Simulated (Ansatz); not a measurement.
## A computed series for CrI3: pressure series

Consider CrI3 in the BiI3 type structure (space group R-3, No. 148; a = 6.818 Å, c = 19.478 Å (hexagonal axes); ferromagnetic; layered, stacked along the Cartesian z axis).

Cell and atoms are relaxed at each pressure.

All numbers come from PBE-D3(BJ) (Ansatz, a program for electronic structure), scalar-relativistic without spin-orbit coupling.

| change | smallest direct gap | lattice parameter a | largest site moment |
|---|---|---|---|
| base | 1.17 eV | 6.818 Å | 2.92 μB |
| pressure 0.3 GPa | 1.16 eV | 6.790 Å | 2.92 μB |
| pressure 0.7 GPa | 1.15 eV | 6.760 Å | 2.91 μB |
| pressure 1.5 GPa | 1.13 eV | 6.703 Å | 2.89 μB |
| pressure 3 GPa | 1.09 eV | 6.617 Å | 2.86 μB |
| pressure 5 GPa | 1.04 eV | 6.524 Å | 2.83 μB |
| pressure 7.5 GPa | 1.00 eV | 6.432 Å | 2.79 μB |
| pressure 10 GPa | 0.91 eV | 6.356 Å | 2.75 μB |

Other magnetic orders, which the real material may have, were not ruled out. With I present, leaving out spin-orbit coupling can change the band edges. Load acts through the strain it causes; cell and atoms are relaxed under it. Stability against distortions was not tested. Competing high-pressure phases were not computed. The program warned that a D3 coordination switch lies within reach, so dispersion energies are less smooth here.
